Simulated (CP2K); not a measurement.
A self-consistent single point of Sb (Im-3m, 1 atom in the cell) with CP2K.

Computed with CP2K 2026.2 with LDA (Pade form), GPW, DZVP-MOLOPT-SR-GTH basis, GTH-PADE potentials (GTH_POTENTIALS).

```
CELL_PARAMETERS angstrom
      3.22505     0.00000     0.00000
     -1.07502     3.04061     0.00000
     -1.07502    -1.52030     2.63324
ATOMIC_POSITIONS crystal
  Sb 0.00000 0.00000 0.00000
```

Reference input (self-consistent single point, DFT LDA (Pade form), GPW, DZVP-MOLOPT-SR-GTH basis, GTH-PADE potentials (GTH_POTENTIALS)): CUTOFF = 400 Ry; REL_CUTOFF = 50 Ry; SMEAR/METHOD = GAUSSIAN; SIGMA = 0.1 eV; KPOINTS/SCHEME = MONKHORST-PACK 6 6 6; GAMMA_CENTERED = T; XC_FUNCTIONAL = PADE; Sb/BASIS_SET = DZVP-MOLOPT-SR-GTH-q5; Sb/POTENTIAL = GTH-PADE-q5; METHOD = GPW; EPS_DEFAULT = 1e-10; NGRIDS = 4. This run's input differs from it in these lines:

```diff
@@ -35,4 +35,4 @@
       &SMEAR ON
-        METHOD GAUSSIAN
-        SIGMA [eV] 0.1
+        METHOD FERMI_DIRAC
+        ELECTRONIC_TEMPERATURE [K] 580.23
       &END SMEAR
@@ -40,3 +40,3 @@
     &KPOINTS
-      SCHEME MONKHORST-PACK 6 6 6
+      SCHEME MONKHORST-PACK 10 10 10
       GAMMA_CENTERED T
```

The program printed (abridged):

```
 SCF WAVEFUNCTION OPTIMIZATION

  Step     Update method      Time    Convergence         Total energy    Change
     1 NoMix/Diag. 0.20E+00      -     0.30312572        -5.6758353736 -5.68E+00
     2 Broy./Diag. 0.20E+00      -     0.00200841        -5.6640059599  1.18E-02
     3 Broy./Diag. 0.20E+00      -     0.01179436        -5.6099800910  5.40E-02
     4 Broy./Diag. 0.20E+00      -     0.00025446        -5.6018528364  8.13E-03
     5 Broy./Diag. 0.20E+00      -     0.00058125        -5.5961825401  5.67E-03
     6 Broy./Diag. 0.20E+00      -     0.00000305        -5.5958407261  3.42E-04
     7 Broy./Diag. 0.20E+00      -     0.00000840        -5.5958105873  3.01E-05
     8 Broy./Diag. 0.20E+00      -     0.00000040        -5.5958047017  5.89E-06
  *** SCF run converged in     8 steps ***

  Overlap energy of the core charge distribution:               0.00000000000458
  Self energy of the core charge distribution:                -11.95316914296094
  Core Hamiltonian energy:                                      2.45744840186275
  Hartree energy:                                               5.30844925025838
  Exchange-correlation energy:                                 -1.40820330772036
  Electronic entropic energy:                                  -0.00032990314368
  Fermi energy:                                                 0.23893459149885

  Total energy:                                                -5.59580470169722
  Total energy (extrapolated to T->0):                         -5.59563975012538

                     Mulliken Population Analysis

   [... lines left out ...]

 STRESS| Analytical stress tensor [bar]
 STRESS|                        x                   y                   z
 STRESS|      x        1.43069188563E+04   8.58755154857E-03   3.68453121757E-02
 STRESS|      y        8.58755154857E-03   1.43063808736E+04  -2.00701300193E-02
 STRESS|      z        3.68453121757E-02  -2.00701300193E-02   1.43064745652E+04
 STRESS| 1/3 Trace                                             1.43065914317E+04
```

The run converged in 8 iterations. Against the reference run the free energy drops by 51.7 meV/atom and the pressure goes from 2.11 to 1.43 GPa.

The starting cell comes from a database of computed structures (which also holds hypothetical and non-ambient phases and stackings), without a prior relaxation at this level. Its lattice was rescaled by up to half a per cent. Values carry the incompleteness of an atom-centred basis.
